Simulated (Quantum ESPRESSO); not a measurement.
## A short convergence ladder for SiC (F-43m, 2 atoms in the cell)

```yaml
crystal:
  lattice:
    - [0.00000, 2.19090, 2.19090]
    - [2.19090, 0.00000, 2.19090]
    - [2.19090, 2.19090, 0.00000]
  atoms:
    - { symbol: Si, position: [0.00000, 0.00000, 0.00000] }
    - { symbol: C, position: [0.25000, 0.25000, 0.25000] }
```

Base method: LDA (PZ), PSlibrary ultrasoft (LDA, semicore) pseudopotentials (plane waves; Quantum ESPRESSO).

Base settings: ecutwfc = 50 Ry; ecutrho = 450 Ry; occupations = smearing; smearing = fd; degauss = 0.0036749 Ry; potentials = {Si: Si.pz-n-rrkjus_psl.1.0.0.UPF, C: C.pz-n-rrkjus_psl.1.0.0.UPF}; K_POINTS = automatic 10 10 10 0 0 0; conv_thr = 1e-08 Ry; mixing_beta = 0.7.

**Zone-centre phonons against the cutoff**

In this ladder: occupations = fixed; smearing = default; degauss = default; nbnd = 12; ph.x.tr2_ph = 1e-14; ph.x.fildyn = dyn.G; ph.x.epsil = true; dynmat.x.fildyn = dyn.G; dynmat.x.asr = simple. Moved along: ecutrho.

The mesh stays at the base's, so the ladder's end is converged at best in this setting alone.

Frequencies are those of the unrelaxed cell, without the LO-TO term of polar crystals.

Only quantities that move along the ladder and can be compared are tabulated.

```csv
ecutwfc,highest zone-centre frequency (cm⁻¹),largest Born charge (mean of the diagonal) (e),mean ε∞
25 Ry,766.6,2.693,7.115
35 Ry,768.4,2.711,7.062
50 Ry,767.8,2.711,7.060
75 Ry,767.5,2.711,7.059
```

Coarsest ecutwfc that holds the mean ε∞ within 0.05 of the last step, with all finer ones: 35 Ry; the step before is off by 0.055.

Coarsest ecutwfc that holds the largest Born charge (mean of the diagonal) within 0.01 e of the last step, with all finer ones: 35 Ry; the step before is off by 0.018 e.

On the base run: the starting cell has typed, rounded lattice constants, without a prior relaxation at this level. Its lattice was rescaled by up to half a per cent. In the base run, with a pressure of about -7 GPa the cell is away from its equilibrium volume at this level.
